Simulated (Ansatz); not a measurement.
Data:

```yaml
crystal:
  lattice:
    - [0.00000, 2.70511, 2.70511]
    - [2.70511, 0.00000, 2.70511]
    - [2.70511, 2.70511, 0.00000]
  atoms:
    - { symbol: Zn, position: [0.00000, 0.00000, 0.00000] }
    - { symbol: S, position: [0.25000, 0.25000, 0.25000] }
```

No spin polarisation.

Calculations: Kohn–Sham DFT with the PBEsol functional, run in Ansatz (an electronic-structure program) with PAW and 420 eV plane waves, scalar-relativistic without spin-orbit coupling. Γ-centred 11×11×11 mesh, Fermi–Dirac width 0.05 eV.

Predict the hole mass (degenerate bands, along [100]).

0.17, 0.69, 0.69 mₑ (at Γ).

What band gap does the calculation give?

1.96 eV.

Estimate the gap character.

Direct at Γ.

What electron mass does the calculation give?

0.16 mₑ (at Γ).

The cells carry an imposed strain or load. Masses are band curvatures over ±0.01 Å⁻¹ around the edge. Stability against distortions was not tested. The cell was made from ZnS in the zinc blende structure (space group F-43m, No. 216) by this change: isotropic strain +1.00 %.
